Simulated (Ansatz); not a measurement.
A computed series for Pd: response to strain

The reference is Pd in the fcc (Cu type) structure (space group Fm-3m, No. 225; relaxed with 0.1 eV smearing).

Pd is taken in the cubic space group Fm-3m (No. 225), the fcc (Cu type) structure, Pearson symbol cF4. Cell: a = b = c = 3.878 Å, α = β = γ = 90.00°. Pd on 4a sees 12 Pd at 2.742 Å (cuboctahedral). (Neighbours: up to the widest gap in distance over summed covalent radii, below 1.35, at either atom.)
(The calculation used a cell of 1 atom; values per cell refer to that cell.)

Strains are applied to the cell and any free atomic positions relax.

All numbers come from PBEsol in Ansatz (plane waves to 420 eV, PAW, no spin-orbit coupling).

Notes on the quantities. energy relative to the base: free energy F.

| variant | energy relative to the base | pressure | volume per atom |
|---|---|---|---|
| base | 0 meV/atom | 0.0 GPa | 14.58 Å³ |
| isotropic strain −3.00 % | +85 meV/atom | 23.7 GPa | 13.30 Å³ |
| isotropic strain −2.50 % | +58 meV/atom | 18.9 GPa | 13.51 Å³ |
| isotropic strain −2.00 % | +36 meV/atom | 14.5 GPa | 13.72 Å³ |
| isotropic strain −1.00 % | +8.7 meV/atom | 6.6 GPa | 14.14 Å³ |
| isotropic strain −0.50 % | +2.1 meV/atom | 3.2 GPa | 14.36 Å³ |
| isotropic strain +1.00 % | +7.9 meV/atom | -5.6 GPa | 15.02 Å³ |
| isotropic strain +1.50 % | +17 meV/atom | -8.0 GPa | 15.24 Å³ |
| isotropic strain +2.00 % | +30 meV/atom | -10.2 GPa | 15.47 Å³ |
| isotropic strain +2.50 % | +46 meV/atom | -12.2 GPa | 15.70 Å³ |

No phonon test of stability was made. The final runs are not spin-polarised. Pd lies near a magnetic instability that expansion can trigger; it was not tested.

Ansatz is a quantum-chemistry and plane-wave program.
